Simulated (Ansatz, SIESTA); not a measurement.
# Code comparison for BaRh2 (P1, 6 atoms in the cell)

Self-consistent single point, at a second geometry (atoms moved at random). First geometry:

```
CELL_PARAMETERS angstrom
      0.00000     3.95741     3.95741
      3.95741     0.00000     3.95741
      3.95741     3.95741     0.00000
ATOMIC_POSITIONS crystal
  Ba 0.50000 0.50000 0.50000
  Ba 0.75000 0.75000 0.75000
  Rh 0.12500 0.12500 0.62500
  Rh 0.12500 0.62500 0.12500
  Rh 0.12500 0.12500 0.12500
  Rh 0.62500 0.12500 0.12500
```
Moments meant for the start (each program seeds them in its own way; μB, in the order of the atoms Ba Ba Rh Rh Rh Rh): 0.0 0.0 1.0 1.0 1.0 1.0.

Second geometry:
```yaml
crystal:
  lattice:
    - [0.00000, 3.95741, 3.95741]
    - [3.95741, 0.00000, 3.95741]
    - [3.95741, 3.95741, 0.00000]
  atoms:
    - { symbol: Ba, position: [0.49769, 0.50123, 0.49938] }
    - { symbol: Ba, position: [0.75663, 0.75228, 0.74553] }
    - { symbol: Rh, position: [0.13418, 0.11624, 0.63014], spin: 1.0 }
    - { symbol: Rh, position: [0.13037, 0.61833, 0.13029], spin: 1.0 }
    - { symbol: Rh, position: [0.12230, 0.13600, 0.10742], spin: 1.0 }
    - { symbol: Rh, position: [0.60882, 0.12593, 0.13724], spin: 1.0 }
```
(The spins are starting values, not results.)

Shared settings, as Ansatz (a program for electronic structure) writes them: kpoints.mp_grid.grid = 5 5 5; scf.occupations.method = fermi_dirac; scf.occupations.width = 0.01 Ry. Potentials and cutoffs stand in the table.

```tsv
code	model	ΔF from the first geometry (meV/atom)	pressure (GPa)	largest force (eV/Å)	cutoff
Ansatz	PBEsol, default PAW files made with PBE	4.5	-5.36	0.235	30.9 Ry
SIESTA	GGA PBEsol, numerical atomic orbitals DZP, PseudoDojo PBEsol standard norm-conserving potentials (rewritten from UPF to PSML)	8.9	8.40	0.532	grid 400 Ry
```

Size of the force on each atom (eV/Å): Sizes of forces hide their directions.

```tsv
code	Ba1	Ba2	Rh3	Rh4	Rh5	Rh6
Ansatz	0.207	0.106	0.161	0.198	0.235	0.218
SIESTA	0.453	0.198	0.349	0.361	0.532	0.344
```

On Ansatz's run: the starting moments vanished: the run ended non-magnetic. The program warned that a starting moment was not kept.

The spread over the programs that give each value: ΔF from the first geometry within 4.4 meV/atom; pressure within 13.76 GPa; largest force within 0.297 eV/Å.

SIESTA uses small atom-centred bases, whose incompleteness enters pressures, forces and empty levels differently from a plane-wave cutoff. Ansatz's pressure is given at a fixed set of plane waves, as the other plane-wave codes print theirs; with its correction for the finite basis it is -5.32 GPa.

The starting cell comes from a database of computed structures (which also holds hypothetical and non-ambient phases and stackings), without a prior relaxation at this level. For this run, on top of that: atoms moved at random.

Keys are those of Ansatz 0.2.
